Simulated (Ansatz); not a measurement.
**What uniaxial strain ε_zz = −2.00 % does to Sn**

Start from Sn in the diamond structure (space group Fd-3m, No. 227; a = 6.6562 Å; relaxed with 0.1 eV smearing). Axes: x, y, z lie along the cube axes.

Perturbation: the cell is compressed by 2.00 % along z with no lateral relaxation; the atoms relax in the strained cell.

Calculations: Ansatz (a quantum-chemistry and plane-wave program), PBE, PAW, cutoff 420 eV, scalar-relativistic without spin-orbit coupling. Γ-centred 15×15×15 mesh, Fermi–Dirac width 0.1 eV.

Space group: I4_1/amd (No. 141) (base Fd-3m (No. 227))
Shortest interatomic distance: 2.863 Å (base 2.882 Å)
Energy relative to the base (free energy F): +2.6 meV/atom
Pressure (mean of the normal stresses, compression positive): 0.8 GPa (base 0.0 GPa)
Band gap: zero (base zero)
Stress (xx, yy, zz, yz, xz, xy; compression positive): (0.6, 0.6, 1.1, 0.0, 0.0, 0.0) GPa

Final structure:

```
CELL_PARAMETERS angstrom
      0.00000     3.32808     3.26152
      3.32808     0.00000     3.26152
      3.32808     3.32808     0.00000
ATOMIC_POSITIONS crystal
  Sn 0.00000 0.00000 0.00000
  Sn 0.25000 0.25000 0.25000
```

No phonon test of stability was made.
